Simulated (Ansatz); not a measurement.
TaSi₂ (P6₄22, No. 181), treated with r²SCAN+rVV10 in Ansatz (plane waves, PAW).

Numerical settings: plane-wave cutoff 560 eV, 12×12×8 k mesh (along the axes of the cell as run), Fermi–Dirac smearing 0.05 eV, scalar-relativistic PAW data made under PBE.

Computed at the level's own relaxed cell.

Q: Estimate the equilibrium lattice constant a and lattice parameter c that the calculation returns.

A: 
- equilibrium lattice constant a = 4.771 Å
- lattice parameter c = 6.550 Å

The run finds no gap.

Spin–orbit coupling is not included; it can open a gap where bands touch, and shift volumes and moduli.

Cost on a shared machine: very roughly 6 core-minutes.

Ansatz is a program for electronic structure.
